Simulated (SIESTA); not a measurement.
# A self-consistent single point of ZnPdF6 (R-3, 8 atoms in the cell) with SIESTA

Level of theory: LDA PW92, numerical atomic orbitals TZP, PseudoDojo LDA standard norm-conserving potentials (rewritten from UPF to PSML) (SIESTA).

Input:

```
# files in the folder: F.psml Pd.psml Zn.psml (PseudoDojo LDA standard)
SystemName  ZnPdF6
SystemLabel siesta

NumberOfAtoms                8
NumberOfSpecies              3
%block ChemicalSpeciesLabel
  1 9 F
  2 46 Pd
  3 30 Zn
%endblock ChemicalSpeciesLabel
LatticeConstant              1.0 Ang
%block LatticeVectors
     2.475000000    1.428942000    4.563333000
    -2.475000000    1.428942000    4.563333000
     0.000000000   -2.857884000    4.563333000
%endblock LatticeVectors
AtomicCoordinatesFormat      Ang
%block AtomicCoordinatesAndAtomicSpecies
    -0.940500000   -1.351779132    8.099916075  1
     1.640925000   -0.138607374    8.099916075  1
    -0.700425000    1.490386506    8.099916075  1
     0.940500000    1.351779132    5.590082925  1
    -1.640925000    0.138607374    5.590082925  1
     0.700425000   -1.490386506    5.590082925  1
     0.000000000    0.000000000    0.000000000  2
     0.000000000    0.000000000    6.844999500  3
%endblock AtomicCoordinatesAndAtomicSpecies

XC.functional                LDA
XC.authors                   PW92
PAO.BasisSize                TZP
PAO.EnergyShift              0.005 Ry
MeshCutoff                   300 Ry
%block kgrid.MonkhorstPack
    4   0   0  0.0
    0   4   0  0.0
    0   0   4  0.0
%endblock kgrid.MonkhorstPack
OccupationFunction           MP
OccupationMPOrder            0
ElectronicTemperature        0.136 eV

MaxSCFIterations             150
SCF.Mixer.Method             Broyden
SCF.Mixer.Weight             0.2
SCF.Mixer.History            8
SCF.DM.Tolerance             1.0E-05
Diag.ParallelOverK           true
WriteForces                  true
Charge.Mulliken              end
```

Output, abridged:

```
reinit: Reading from file input.fdf

reinit: System Name: ZnPdF6
reinit: System Label: siesta

coor:   Atomic-coordinates input format  =     Cartesian coordinates
coor:                                          (in Angstroms)

siesta: Atomic coordinates (Bohr) and species
siesta:     -1.77729  -2.55449  15.30662  1        1
siesta:      3.10090  -0.26193  15.30662  1        2
siesta:     -1.32361   2.81642  15.30662  1        3
siesta:      1.77729   2.55449  10.56373  1        4
siesta:     -3.10090   0.26193  10.56373  1        5
siesta:      1.32361  -2.81642  10.56373  1        6
siesta:      0.00000   0.00000   0.00000  2        7
siesta:      0.00000   0.00000  12.93517  3        8

siesta: System type = bulk

initatomlists: Number of atoms, orbitals, and projectors:      8   152   114

siesta: ******************** Simulation parameters ****************************
redata: Spin configuration                          = none
redata: Time-Reversal Symmetry                      = T
redata: Number of Atomic Species                    =        3
redata: Mesh Cutoff                                 =   300.0000 Ry
redata: Net charge of the system                    =     0.0000 |e|
redata: Min. number of SCF Iter                     =        0
redata: Max. number of SCF Iter                     =      150
redata: SCF convergence failure will abort job
redata: SCF mix quantity                            = Hamiltonian
redata: Mix DM or H after convergence               =   F
redata: Recompute H after scf cycle                 =   F
redata: Mix DM in first SCF step                    =   T
redata: No kicks to SCF
redata: DM Mixing Weight for Kicks                  =     0.5000
redata: Require Harris convergence for SCF          =   F
redata: Harris energy tolerance for SCF             =     0.000100 eV
redata: Require DM convergence for SCF              =   T
   [... lines left out ...]
diag: Used triangular part                          = Lower
diag: Absolute tolerance                            =  0.100E-15
diag: Orthogonalization factor                      =  0.100E-05
diag: Memory factor                                 =  1.0000

superc: Internal auxiliary supercell:     5 x     5 x     5  =     125
superc: Number of atoms, orbitals, and projectors:   1000  19000  14250

                        Single-point calculation

superc: Internal auxiliary supercell:     5 x     5 x     5  =     125
superc: Number of atoms, orbitals, and projectors:   1000  19000  14250

outcell: Unit cell vectors (Ang):
        2.475000    1.428942    4.563333
       -2.475000    1.428942    4.563333
        0.000000   -2.857884    4.563333

outcell: Cell vector modules (Ang)   :    5.384376    5.384376    5.384376
outcell: Cell angles (23,13,12) (deg):     54.7308     54.7308     54.7308
outcell: Cell volume (Ang**3)        :     96.8330
new_DM -- step:     1
Initializing Density Matrix...

Attempting to read DM from file... Failed...
DM filled with atomic data:

InitMesh: MESH = 48 x 48 x 48 = 110592
InitMesh: Mesh cutoff (required, used) =   300.000   305.788 Ry

stepf: Methfessel-Paxton step function
       Using Hermite-Gauss polynomials of order  0
        iscf     Eharris(eV)        E_KS(eV)     FreeEng(eV)     dDmax    Ef(eV) dHmax(eV)
   scf:    1   -12800.750215   -13180.642581   -13180.649809  1.382981 -2.473262 93.182792
   scf:    2   -13261.145502   -13341.039272   -13341.044888  1.615197 -2.719633 30.250401
   scf:    3   -13373.808969   -13360.119122   -13360.119122  0.651363 -4.762191 13.154954
   scf:    4   -13366.695148   -13364.538129   -13364.538129  0.187089 -5.631586  3.667824
   scf:    5   -13364.782122   -13364.796908   -13364.796908  0.186750 -6.644917  1.366523
   scf:    6   -13364.855708   -13364.831302   -13364.831302  0.023833 -6.794661  0.746961
   [... 6 lines left out ...]
   scf:   13   -13364.844091   -13364.844091   -13364.844091  0.000049 -6.471888  0.001352
   scf:   14   -13364.844091   -13364.844091   -13364.844091  0.000031 -6.472128  0.000865
   scf:   15   -13364.844091   -13364.844091   -13364.844091  0.000016 -6.472250  0.000604
   scf:   16   -13364.844091   -13364.844091   -13364.844091  0.000011 -6.472341  0.000403
   scf:   17   -13364.844091   -13364.844091   -13364.844091  0.000008 -6.472404  0.000270
SCF Convergence by DM+H criterion
max |DM_out - DM_in|         :     0.0000078452
max |H_out - H_in|      (eV) :     0.0002700454
SCF cycle converged after 17 iterations

Using DM_out to compute the final energy and forces

siesta: E_KS(eV) =           -13364.8441

siesta: E_KS - E_eggbox =    -13364.8441

siesta: Atomic forces (eV/Ang):
     1    1.538885    0.229782   -1.413203
     2   -0.968438    1.217820   -1.413202
     3   -0.570445   -1.447603   -1.413202
     4   -1.538885   -0.229782    1.413203
     5    0.968438   -1.217820    1.413202
     6    0.570445    1.447603    1.413202
     7    0.000000   -0.000000   -0.000000
     8   -0.000000    0.000000    0.000000
   Tot    0.000000   -0.000000    0.000000
   Max    1.538885
   Res    1.050964    sqrt( Sum f_i^2 / 3N )
   Max    1.538885    constrained

Stress tensor Voigt[x,y,z,yz,xz,xy] (kbar):      -30.47      -30.47      -18.03        0.00        0.00        0.00
(Free)E + p*V (eV/cell)   -13363.2532
Target enthalpy (eV/cell)   -13364.8441

siesta: Program's energy decomposition (eV):
siesta: Ebs     =     -2221.624141
siesta: Eions   =     17983.593141
siesta: Ena     =      1970.053498
siesta: Ekin    =      6383.486150
siesta: Enl     =     -1731.862037
siesta: Eso     =         0.000000
siesta: Edftu   =         0.000000
siesta: DEna    =        28.765287
siesta: DUscf   =         6.199928
siesta: DUext   =         0.000000
siesta: Ex      =     -1866.441529
siesta: Ec      =      -171.452247
siesta: Exc     =     -2037.893776
siesta: Eharris =    -13364.844091
siesta: Etot    =    -13364.844091
siesta: FreeEng =    -13364.844091

siesta: Atomic forces (eV/Ang):
siesta:      1    1.538885    0.229782   -1.413203
siesta:      2   -0.968438    1.217820   -1.413202
siesta:      3   -0.570445   -1.447603   -1.413202
siesta:      4   -1.538885   -0.229782    1.413203
siesta:      5    0.968438   -1.217820    1.413202
siesta:      6    0.570445    1.447603    1.413202
siesta:      7    0.000000   -0.000000   -0.000000
siesta:      8   -0.000000    0.000000    0.000000
siesta: ----------------------------------------
   [... lines left out ...]
siesta: Cell volume =         96.832962 Ang**3
siesta:          26.32282764        143.18187431  kBar
   [... lines left out ...]
               4s      5s      5s      5s      4py     4pz     4px     5py
               5pz     5px     4dxy    4dyz    4dz2    4dxz    4dx2-y2 4dxy
               4dyz    4dz2    4dxz    4dx2-y2 4dxy    4dyz    4dz2    4dxz
               4dx2-y2
   7 17.289   1.962   0.170  -0.161   0.499   1.991   1.996   1.991   0.265
              0.244   0.265   0.912   0.780   1.120   0.780   0.912   0.463

              0.410   0.539   0.410   0.463   0.283   0.174   0.361   0.174

              0.283

Species: Zn
Atom  Qatom  Qorb
               3s      4s      4s      4s      3py     3pz     3px     4py
               4pz     4px     3dxy    3dyz    3dz2    3dxz    3dx2-y2 3dxy
               3dyz    3dz2    3dxz    3dx2-y2 3dxy    3dyz    3dz2    3dxz
               3dx2-y2
   8 19.202   1.994   0.579  -0.458   0.371   2.002   2.003   2.002   0.221
              0.276   0.221   1.812   1.788   1.825   1.788   1.812   0.000

              0.005  -0.007   0.005   0.000   0.183   0.208   0.178   0.208

              0.183

mulliken: Qtot =       80.000

Mulliken Atomic Populations:
Atom #   charge [q] valence [e]  Species
     1    -0.251630    7.251630  F
     2    -0.251630    7.251630  F
     3    -0.251630    7.251630  F
     4    -0.251630    7.251630  F
     5    -0.251630    7.251630  F
     6    -0.251630    7.251630  F
     7     0.711283   17.288717  Pd
     8     0.798497   19.201503  Zn
 Total    -0.000000
```

The run converged in 17 iterations.

The starting cell comes from a database of published, mostly measured structures (it also holds non-ambient and calculated ones), without a prior relaxation at this level. Values carry the incompleteness of an atom-centred basis. Forces in this geometry exceed 1 eV/Å.

Cost on one core of a shared machine: roughly 2 min.
